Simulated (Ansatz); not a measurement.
GaAs under load (space group F-43m), r2SCAN with spin-orbit coupling, rigid bands run with Ansatz (a first-principles code). Condition of this run: hydrostatic pressure 2 GPa (the target of the relaxation). Band gap 1.08 eV, N_c = 4.22e17 cm⁻³ and N_v = 1.19e19 cm⁻³ at 300 K, conductivity masses of 0.0679 mₑ (electrons) and 0.388 mₑ (holes). Take k_BT = 0.02585 eV.

Task: What thermal injection velocity √(2k_BT/πm) limits a ballistic channel?

Result: 2.06e7 cm/s for electrons and 8.64e6 cm/s for holes, a ratio of √(m_h/m_e) = 2.39, for dilute carriers.

Task: What built-in voltage has an abrupt junction with N_A = 1e17 and N_D = 1e17 cm⁻³, all dopants ionised?

Result: V_bi = E_g/e − (k_BT/e) ln(N_c N_v/(N_A N_D)) = 1.08 − 0.02585 × 6.22 = 0.92 V, for the computed gap.

Task: Find the intrinsic carrier density and the intrinsic Fermi level.

Result: n_i = √(N_c N_v) exp(−E_g/2k_BT) = 2.24e18 × exp(−20.89) = 1.9e9 cm⁻³. The level lies (k_BT/2) ln(N_v/N_c) = 43 meV from mid-gap (positive towards the conduction band). Each 0.1 eV added to the gap lowers n_i by a factor of 6.9.

Rigid bands with the computed gap; masses take one relaxation time for all states.
